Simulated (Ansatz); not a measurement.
The starting structures come from a database of crystals and need not be the phases stable at ambient conditions.

Consider the following.

```xyz
2
Lattice="4.0043 0.0000 0.0000 -2.0021 3.4678 0.0000 2.0021 -1.1559 3.2695" Properties=species:S:1:pos:R:3 pbc="T T T"
Be     0.0000     0.0000     0.0000
Te     4.0043     0.0000     2.4521
```

Space group of this cell: F-43m, zinc blende. The cell is taken as given.

Computed with r2SCAN (plane waves, PAW; Ansatz, a program for electronic structure).

The current runs along the normal of the first two printed vectors; no spin-orbit coupling. Scaled by the factor s: both lengths across the current (ions clamped). Meshes 10×10×10 and 12×12 across the current in all rows.

| s | mean pressure (GPa) | band gap (eV) |
|---|---|---|
| 0.98 | 2.4 | 2.24 |
| 1.00 | -0.2 | 2.38 |
| 1.02 | -2.3 | ? |

**Question.** Take the slope of the band gap against ln s from the two given rows, extrapolate to s = 1.02, and say what the run there gives.

**Answer.** Slope = (2.24 − 2.38) / ln 0.98 = 6.93 eV. The line gives 2.38 + (6.93) × ln 1.02 = 2.52 eV. The run gives 2.42 eV, 0.10 eV under the line, 71 % of the predicted step.
